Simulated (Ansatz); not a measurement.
Consider C (space group P4_32_12, No. 96; a hypothetical phase, not in the database extracts checked).

```yaml
crystal:
  lattice:
    - [3.78257, 0.00000, 0.00000]
    - [0.00000, 3.78257, 0.00000]
    - [0.00000, 0.00000, 4.64844]
  atoms:
    - { symbol: C, position: [0.07577, 0.07577, 0.00000] }
    - { symbol: C, position: [0.42423, 0.57577, 0.75000] }
    - { symbol: C, position: [0.92423, 0.92423, 0.50000] }
    - { symbol: C, position: [0.57577, 0.42423, 0.25000] }
    - { symbol: C, position: [0.16661, 0.37926, 0.21734] }
    - { symbol: C, position: [0.12074, 0.66661, 0.96734] }
    - { symbol: C, position: [0.83339, 0.62074, 0.71734] }
    - { symbol: C, position: [0.87926, 0.33339, 0.46734] }
    - { symbol: C, position: [0.66661, 0.12074, 0.03266] }
    - { symbol: C, position: [0.62074, 0.83339, 0.28266] }
    - { symbol: C, position: [0.33339, 0.87926, 0.53266] }
    - { symbol: C, position: [0.37926, 0.16661, 0.78266] }
```

Cartesian axes are those of the cell as printed.

All numbers come from PBEsol in Ansatz (plane waves to 420 eV, PAW, no SOC).

For the base:

- Volume per atom: 5.54 Å³

Modification: biaxial strain −1.25 %, plane normal [001], relaxed out of plane (Cartesian); in-plane vectors clamped, the third vector and the atoms free.

**Question.** Estimate the effect on the volume per atom.

**Answer.** The volume per atom falls by 0.12 Å³ (5.54 Å³ → 5.42 Å³).

Whether these cells are dynamically stable was not tested.

Ansatz is a first-principles code.
